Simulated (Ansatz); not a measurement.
Base system: WSe2 in the 2H-MoS2 type structure (space group P6_3/mmc, No. 194; a = 3.300 Å, c = 13.151 Å; layered, stacked along the Cartesian z axis).

All numbers come from r2SCAN+rVV10 (Ansatz, a first-principles code, PAW, spin-orbit coupling left out).

Before the change:

Smallest direct gap: 1.61 eV
In-plane lattice parameter a: 3.300 Å

Perturbation: a free-standing slab of 4 layers (12 atoms, 3 a layer) is cut normal to the stacking axis, with 15 Å of vacuum and the in-plane cell relaxed.

**Question.** Estimate the effect on the smallest direct gap.

**Answer.** The smallest direct gap grows by 0.02 eV to 1.63 eV.

**Question.** Estimate the effect on the in-plane lattice parameter a.

**Answer.** The in-plane lattice parameter a stays essentially unchanged (3.300 Å against 3.299 Å).

**Question.** Predict the new excess energy per area of both faces.

**Answer.** The excess energy per area of both faces (slab less bulk energy over the cell's area: twice a surface energy) amounts to 0.39 J/m².

The excess energy carries the mismatch between the slab's and the bulk's meshes. With W present, leaving out spin-orbit coupling can change the band edges. Whether these cells are dynamically stable was not tested.
